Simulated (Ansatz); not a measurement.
The starting structures come from a database of crystals and need not be the phases stable at ambient conditions.

 Where the default PAW files enter, the runs use the earlier of Ansatz's two default sets.

By PBEsol, the system below comes out a metal.

Given:

```
CELL_PARAMETERS angstrom
      2.86768     0.00000     0.00000
     -0.95589     2.70367     0.00000
      0.95589     1.35184     2.27121
ATOMIC_POSITIONS crystal
  Ag 0.00000 0.00000 0.00000
```

Space group of this cell: Fmmm. The cell is strained (lengths along the current scaled by 0.97, ions clamped); by PBEsol its mean pressure is -4.8 GPa.

The current flows along the normal of the first two printed cell vectors. No spin-orbit coupling; the value is a mean over 0.1 eV about the Fermi level.

Task: Compute, with PBEsol in Ansatz (a first-principles code), the ballistic conductance per area.

Result: 0.86 × 10¹⁵ S/m² for both spins.
